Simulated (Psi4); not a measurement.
Psi4 1.11, unrestricted BP86/def2-tzvp: [O]=[V], charge 0, multiplicity 4, 2 atoms. The geometry is a generated start, not checked to be a minimum at this level.

```json
{
 "task": "energy",
 "method": "bp86",
 "basis": "def2-tzvp",
 "memory": "3 GB",
 "maxiter": "100",
 "keys_of_the_molecule_block": "symmetry c1",
 "scf_type": "df (default)",
 "e_convergence": "1e-06 (default)",
 "d_convergence": "1e-06 (default)",
 "dft_radial_points": "75 (default)",
 "dft_spherical_points": "302 (default)",
 "basis_functions": "76",
 "grid_points": "43747"
}
```

```xyz
2

V      0.0248    -0.0135    -0.7605
O     -0.0248     0.0135     0.7605
```

Charge 0 and multiplicity 4 are set for this test and not shown to be the ground state.

With the defaults (diis = true, scf_initial_accelerator = adiis, damping_percentage = 0, level_shift = 0, level_shift_cutoff = 0.01, diis_max_vecs = 10, guess = auto, which took SAD, soscf = false, soscf_start_convergence = 0.01) it converges in 12 SCF iterations. One run each on 2 threads, with these changes:
- level_shift = 0.5, level_shift_cutoff = 0.001
- guess = huckel
- scf_initial_accelerator = none
- soscf = true, soscf_start_convergence = 0.001
- guess = modhuckel
- guess = sapgau
- guess = sap
- diis_max_vecs = 20
- diis = false, scf_initial_accelerator = none, damping_percentage = 60

Question: Name the settings that don't reach the solution of the defaults.

Answer: No convergence: diis = false, scf_initial_accelerator = none, damping_percentage = 60 (the run ends without SCF convergence in 100 iterations). The rest reach the solution of the defaults.

```csv
setting,SCF iterations,JK calls,end
"soscf = true, soscf_start_convergence = 0.001",9,20,same solution
guess = modhuckel,11,25,same solution
guess = sap,11,11,same solution
the defaults,12,13,same solution
diis_max_vecs = 20,12,13,same solution
guess = huckel,12,26,same solution
guess = sapgau,12,12,same solution
scf_initial_accelerator = none,12,13,same solution
"level_shift = 0.5, level_shift_cutoff = 0.001",19,20,same solution
"diis = false, scf_initial_accelerator = none, damping_percentage = 60",100,101,no convergence
```

An SOSCF iteration holds several JK calls; a Hückel guess adds calls on atoms. 1 further run of the study ended by our limits or in an error and is left out.
